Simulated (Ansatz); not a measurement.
Input and output of a self-consistent single point for ZnAg₂SnS₄ (Fmm2, 8 atoms in the cell) (Ansatz, a first-principles code).

Level of theory: PBEsol, default PAW files made with PBE (plane waves; Ansatz).

The change in words: lattice scaled by 0.98. Reference geometry:
```
ZnAg2SnS4
1.0
   -2.77495     2.77495     6.05277
    2.77495    -2.77495     6.05277
    2.77495     2.77495    -6.05277
Zn Ag Sn S
1 2 1 4
Direct
  0.00413   0.00413   0.00000
  0.75000   0.25000   0.50000
  0.25000   0.75000   0.50000
  0.50000   0.50000   0.00000
  0.63948   0.12892   0.00000
  0.87108   0.87108   0.51056
  0.12892   0.63948   0.00000
  0.36052   0.36052   0.48944
```

Reference input (self-consistent single point, DFT, PBEsol, plane waves, default PAW files made with PBE): basis.ecutwfc = 420 eV; kpoints.mp_grid.grid = 5 5 5; hamiltonian.xc = pbesol; hamiltonian.pseudopotentials = {kind: paw} (the program's default PAW files); scf.occupations.method = fermi_dirac; scf.occupations.width = 0.01 eV. This run's input differs from it in these lines:

```diff
@@ -3,5 +3,5 @@
   lattice:
-    - [-2.774951, 2.774951, 6.052774]
-    - [2.774951, -2.774951, 6.052774]
-    - [2.774951, 2.774951, -6.052774]
+    - [-2.719452, 2.719452, 5.931719]
+    - [2.719452, -2.719452, 5.931719]
+    - [2.719452, 2.719452, -5.931719]
   atoms:
```

Output (repeated stretches shortened):

```
SCF iter   1: F=—  HF=-27817.716879 eV  |F-HF|=—  |Δ(HF+E_count)|=         —  Δρ=5.24e-3  dr2=5.64e-2  ethr=1.77e-3  ⟨swp⟩=7.2  Hψ=6017  notcnv=0
all-band conjugate gradients solve this SCF's bands
preconditioner: auto → Resta (q_TF=auto, 2.432 Å⁻¹)
SCF iter   2: F=—  HF=-27817.702523 eV  |F-HF|=—  |Δ(HF+E_count)|=   1.44e-2  Δρ=1.74e-3  dr2=7.72e-3  ethr=6.41e-5  ⟨swp⟩=2.0  Hψ=2526  notcnv=0  defer=94
   [... lines left out ...]
SCF iter   5: F=—  HF=-27817.700592 eV  |F-HF|=—  |Δ(HF+E_count)|=   8.00e-6  Δρ=1.58e-4  dr2=5.38e-5  ethr=2.20e-7  ⟨swp⟩=2.0  Hψ=1882  notcnv=0  defer=94
SCF iter   6: F=—  HF=-27817.700528 eV  |F-HF|=—  |Δ(HF+E_count)|=   6.41e-5  Δρ=5.10e-5  dr2=3.70e-6  ethr=6.12e-8  ⟨swp⟩=2.0  Hψ=2041  notcnv=0  defer=94
SCF iter   7: F=—  HF=-27817.700532 eV  |F-HF|=—  |Δ(HF+E_count)|=   4.42e-6  Δρ=1.02e-5  dr2=2.37e-7  ethr=4.20e-9  ⟨swp⟩=2.0  Hψ=2309  notcnv=0  defer=94
SCF iter   8: F=-27817.700532 eV  HF=-27817.700532 eV  |F-HF|=3.54e-8  |Δ(HF+E_count)|=   8.86e-8  Δρ=3.79e-6  dr2=2.35e-8  ethr=1.14e-10  ⟨swp⟩=10.1  Hψ=6370  notcnv=0
SCF 1 converged in 8 iterations: F = -27817.700532 eV  dr2 = 2.35e-8
Free energy (F): -27817.700532 eV
Internal energy: -27817.700532 eV  (E = F + TS)
E sigma→0 (E₀):  -27817.700532 eV
Fermi energy:    8.011887 eV
--- Forces (eV/Å), atoms counted from 1 ---
  atom   1  Zn    -0.00000000    -0.00000000    -0.34249556
  atom   2  Ag     0.00000000     0.00000000     0.02293886
  atom   3  Ag     0.00000000    -0.00000000     0.02293886
  atom   4  Sn    -0.00000000    -0.00000000    -0.12674854
  atom   5  S     -0.23646747     0.23646747    -0.18071464
  atom   6  S      0.11508066     0.11508066     0.39239790
  atom   7  S      0.23646747    -0.23646747    -0.18071464
  atom   8  S     -0.11508066    -0.11508066     0.39239790
--- Stress (GPa, compression-positive) ---
        1.356257       0.277618       0.000000
        0.277618       1.356257      -0.000000
        0.000000       0.000000       1.400856
  P = ⅓ Tr σ = 1.3711 GPa (13.711 kbar)
  The stress holds the Pulay correction. Without it, at fixed plane waves, as pw.x and ABINIT print it: P = 1.3288 GPa
```

The run converged in 8 iterations. Against the reference run the free energy goes down by 6.2 meV/atom, the pressure goes from -2.59 to 1.37 GPa, the largest force goes from 0.286 to 0.425 eV/Å and the gap on the mesh goes from 0.112 to 0.263 eV.

The starting cell comes from a database of computed structures (which also holds hypothetical and non-ambient phases and stackings), without a prior relaxation at this level. Its lattice was rescaled by up to half a per cent. One atom was moved a little off its site on purpose. For this run, on top of that: lattice scaled by 0.98. Ansatz's pressure includes its estimate of the finite-basis (Pulay) stress.

Keys are those of Ansatz 0.2.
